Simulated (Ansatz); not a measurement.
Data:

```
CELL_PARAMETERS angstrom
      3.21837     0.00000     0.00000
     -1.60918     2.78719     0.00000
      0.00000     0.00000     5.14882
ATOMIC_POSITIONS crystal
  Ga 0.33333 0.66667 0.99865
  Ga 0.66667 0.33333 0.49865
  N  0.33333 0.66667 0.37835
  N  0.66667 0.33333 0.87835
```

No spin polarisation.

All numbers come from PBE/PAW in Ansatz (a first-principles code), no SOC. k-mesh 12×12×6 (Γ-centred); smearing 0.05 eV (Fermi–Dirac).

What is the computed valence-band top at Γ (three highest levels, from the VBM)?

0.00, -0.06, -0.06 eV.

What is the computed band gap?

1.82 eV.

What is the computed space group?

P6_3mc (No. 186).

The cells carry an imposed strain or load. No phonon test of stability was made. The cell was made from GaN in the wurtzite structure (space group P6_3mc, No. 186) by this change: uniaxial strain ε_zz = −1.80 %.
